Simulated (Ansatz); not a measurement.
Terminations of the (111) surface of fcc Pt, measured from the surface 'clean 1x1'. Atoms come from or go to: Ag: fcc Ag, Ga: alpha gallium, Hf: hcp Hf, Mo: bcc Mo, Ni: fcc Ni, ferromagnetic, Pb: fcc Pb, Pt: fcc Pt, Re: hcp Re, Rh: fcc Rh, Sn: beta tin, V: bcc V. ΔE is the energy of forming the row's surface from that one (negative: more stable at these reservoirs); the vacuum level's shift is aligned on the shared bottom. No zero-point or thermal terms. These are constructed structures in small cells; real faces may alloy, dewet or reconstruct in larger ones, and not all known structures of the face are among them. Slabs of about 11 Å with all that they carry, Fermi-Dirac smearing of 0.1 eV. Bottom of the slabs: a bare face, its two planes held. Relaxed from the named starts with such symmetry as they have, on meshes of like density; energies extrapolated to zero smearing; no spin-orbit coupling, no U. Spin-polarised runs, if any, are marked in brackets, and their order is one that fits the cell; the others ran without spin. A dash marks a value that is undefined for that row (no clear gap, or no work function of a gapped slab) or was not read reliably on its mesh.

Calculation: PBE (plane waves to 420 eV, PAW; Ansatz, a program for electronic structure).

```
surface                                                                               atoms added per 1x1  ΔE per 1x1 (eV)  shift of the vacuum level (eV)  work function (eV)
-----------------------------------------------------------------------------------  --------------------  ---------------  ------------------------------  ------------------
(√3x√3)R30° surface alloy, Pb on one Pt site of the top plane (3 Pb–Pt bonds broke)  +0.333 Pb, -0.333 Pt            -0.41                           -1.66                4.02
a layer of Ni in place of the third plane [spin, 1.3 μB a cell]                              +1 Ni, -1 Pt              [?]                           -0.01                5.69
a pseudomorphic layer of Rh in the other hollow                                                     +1 Rh             0.47                           -0.44                5.24
a pseudomorphic layer of Re in the other hollow                                                     +1 Re             0.71                           -0.17                5.51
a layer of Ga in place of the third plane                                                    +1 Ga, -1 Pt            -1.08                            0.19                5.90
a pseudomorphic layer of Ag in the other hollow                                                     +1 Ag            -0.24                           -0.95                4.73
a layer of Re in place of the third plane                                                    -1 Pt, +1 Re              [?]                           -0.08                5.63
(√3x√3)R30° surface alloy, Sn on one Pt site of the top plane                        -0.333 Pt, +0.333 Sn            -0.64                           -0.86                4.82
a layer of Hf in place of the third plane                                                    +1 Hf, -1 Pt            -1.26                            0.24                5.95
a pseudomorphic layer of V in the other hollow [spin, 0.4 μB a cell]                                 +1 V             0.09                           -1.06                4.62
a layer of Ni in place of the second plane [spin, 1.5 μB a cell]                             +1 Ni, -1 Pt            -0.24                           -0.33                5.36
a pseudomorphic layer of Mo in the other hollow                                                     +1 Mo             0.36                           -0.48                5.20
```

### Question
Fill in the missing entries.

### Answer

- a layer of Ni in place of the third plane [spin, 1.3 μB a cell], ΔE per 1x1 (eV): -0.13
- a layer of Re in place of the third plane, ΔE per 1x1 (eV): -0.43
